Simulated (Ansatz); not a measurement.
## Electron-phonon data for Cu (Fm-3m)

Consider the following.

```
Cu
1.0
    0.00000     1.75953     1.75953
    1.75953     0.00000     1.75953
    1.75953     1.75953     0.00000
Cu
1
Direct
  0.00000   0.00000   0.00000
```

Calculation: LDA, DFPT electron-phonon coupling, linearised Boltzmann equation (plane waves, PAW, scalar-relativistic; Ansatz, an electronic-structure program). Condition of this run: functional LDA. Geometry: relaxed with this functional, without spin-orbit coupling.

```
Item                                                                                                                      Value
--------------------------------------------------------------------------------------------------  ---------------------------
resistivity at 300 K                                                                                                 1.60 μΩ·cm
resistivity at 77 K                                                                                                 0.175 μΩ·cm
electron mean free path at 300 K (weighted by the current that each state carries)                                        41 nm
resistivity times mean free path for one path shared by all states (from the Fermi surface's area)              6.4 ×10⁻¹⁶ Ω·m²
electron-phonon coupling λ                                                                                                0.119
transport coupling λ_tr                                                                                                   0.126
logarithmic mean phonon energy                                                                                         19.5 meV
density of states at the Fermi level                                                                0.144 states/(eV·spin·cell)
Drude plasma energy                                                                                                      9.3 eV
Hall coefficient at 300 K                                                                                      -3.6 ×10⁻¹¹ m³/C
Tc for μ* = 0.10 (anisotropic Eliashberg)                                                                             below 1 K
Tc for μ* = 0.13 (anisotropic Eliashberg)                                                                             below 1 K
```

A metal at this level (no band gap). Only scattering by harmonic phonons is included (no impurities, grain boundaries, electron-electron scattering or thermal expansion). Spin-orbit coupling is left out. Halving the electron mesh (40x40x40) moves the resistivity by up to 1 % at 300 K, the mean free path by up to 1 %, the coupling by up to 2 %. Smearing 0.20 eV; phonons on a 7x7x7 q mesh, which this run doesn't test and which matters most at low temperature. Tc comes from the anisotropic Migdal-Eliashberg equations with μ*, a chosen number, referred to 22 meV.
